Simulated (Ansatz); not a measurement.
The reference is CoSi₂ (space group Fm-3m, No. 225; a = 5.3153 Å; not spin-polarised; relaxed with 0.1 eV smearing). Axes: x, y, z lie along the cube axes.

Level of theory: Ansatz (a program for electronic structure) r2SCAN, no SOC, earlier PAW set.

Base values:

```
Quantity                        Result
-----------------------------  -------
Shortest interatomic distance  2.302 Å
```

One thing is altered: uniaxial stress, 0.5 GPa compression along x; all other stress components relax to zero.

Estimate the effect on the shortest interatomic distance, strain response and energy relative to the base.

The shortest interatomic distance is nearly the same (2.302 Å against 2.301 Å); the strain response (xx, yy, zz) comes out as (−0.33, +0.12, +0.12) %; the energy is nearly the same.

Stability under load was not tested beyond the relaxation. Starting moments died away, wholly or in part, for the base; another magnetic solution may exist. The final runs are not spin-polarised. An odd electron count without spin: CoSi2.
